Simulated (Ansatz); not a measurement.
Take ZrS$_{2}$ in the CdI2 type structure (space group P-3m1, No. 164; layered, stacked along the Cartesian z axis) as the base.

```
CELL_PARAMETERS angstrom
      3.63482     0.00000     0.00000
     -1.81741     3.14785     0.00000
      0.00000     0.00000     5.71960
ATOMIC_POSITIONS crystal
  Zr 0.00000 0.00000 0.00000
  S  0.33333 0.66667 0.25534
  S  0.66667 0.33333 0.74466
```

The values are results of plane-wave PAW DFT at the PBE-D3(BJ) level (Ansatz, a program for electronic structure, 420 eV), scalar-relativistic without spin-orbit coupling, not measurements.

Base values:

```
Property                Value
-------------------  --------
Smallest direct gap   1.41 eV
Pressure             0.00 GPa
Band gap              0.66 eV
```

Modification: the cell is scaled by 0.9700 in all directions; the atoms relax in the strained cell.

Task: Predict the new smallest direct gap, pressure and band gap.

Result: The smallest direct gap drops by 0.28 eV (1.41 eV → 1.13 eV); the pressure (mean of the normal stresses, compression positive) goes from zero to 5.04 GPa; the band gap decreases by 0.47 eV, from 0.66 eV to 0.19 eV.

Whether these cells are dynamically stable was not tested. A zero or small gap of ZrS2 under isotropic strain −3.00 % can be the functional's error rather than a property of the material.
